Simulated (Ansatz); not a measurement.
MoS2: response to strain

Start from MoS2 in the 3R-MoS2 type structure (space group R3m, No. 160; layered, stacked along the Cartesian z axis).

```xyz
3
Lattice="1.5876 0.9166 6.1949 -1.5876 0.9166 6.1949 0.0000 -1.8332 6.1949" Properties=species:S:1:pos:R:3 pbc="T T T"
Mo     0.0000     0.0000     0.0001
S      0.0000     0.0000    13.9441
S      0.0000     0.0000    10.8349
```

Cartesian axes are those of the cell as printed.

Strains are applied to the cell and any free atomic positions relax; under biaxial strain the out-of-plane vector relaxes too; under stress the whole cell relaxes.

The values are results of Ansatz (a first-principles code), r2SCAN+rVV10, PAW, cutoff 500 eV, no spin-orbit coupling, not measurements.

Candidates:
(a) uniaxial strain ε_xx = −5.94 %
(b) uniaxial stress, 5 GPa compression along z
(c) uniaxial strain ε_yy = +1.26 %
(d) isotropic strain −2.53 %
(e) biaxial strain −4.13 %, plane normal [001], relaxed out of plane

Notes on the quantities. energy relative to the base: free energy F.

Question: Order them by energy relative to the base, highest first.

Answer: (e) biaxial strain −4.13 %, plane normal [001], relaxed out of plane (+60 meV/atom), (a) uniaxial strain ε_xx = −5.94 % (+54 meV/atom), (d) isotropic strain −2.53 % (+27 meV/atom), (b) uniaxial stress, 5 GPa compression along z (+16 meV/atom), (c) uniaxial strain ε_yy = +1.26 % (+2.0 meV/atom)

Stability under load was not tested beyond the relaxation.
